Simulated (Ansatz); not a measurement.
Functionals compared on F on the 1x1 (111) surface of fcc Ir, one in a 2x2 cell, started at the site 'top Ir', in Ansatz (plane waves, PAW). The structure was relaxed with PBE; the other rows are single points on it, each with its references at the same level. Cutoff 420 eV (500 eV for r2SCAN).

Slab: 17 atoms, 6.6 Å thick at the start under the adsorbate (thin: gaps and levels are the slab's own); k 6x6x1, smearing 0.1 eV, dipole-corrected; 8 atoms held, the rest relaxed; held to the start's symmetry, so lower structures may exist; no spin, no spin-orbit, no U, no dispersion correction. At the end it is bonded to Ir. In PBE it is, or lies within 0.03 eV of, the lowest of the starts that converged. These notes are the PBE run's. Adsorption energies are against ½ F2(g). A negative adsorption energy means that the adsorbate is more stable on the surface than in its reference.

```csv
functional,adsorption energy (eV),work function of the top face (eV),change of the work function (eV),rough cost of the single point
PBE,-2.21,6.81,1.32,–
RPBE,-2.08,6.67,1.33,about 90 core-seconds (a rough figure)
r2SCAN,(withheld),(withheld),(withheld),around 3 core-minutes (rough)
```

Question: Fill in the missing entries.

Answer: 
- r2SCAN, adsorption energy (eV): -2.43
- r2SCAN, work function of the top face (eV): 6.97
- r2SCAN, change of the work function (eV): 1.43

Ansatz is a first-principles code.
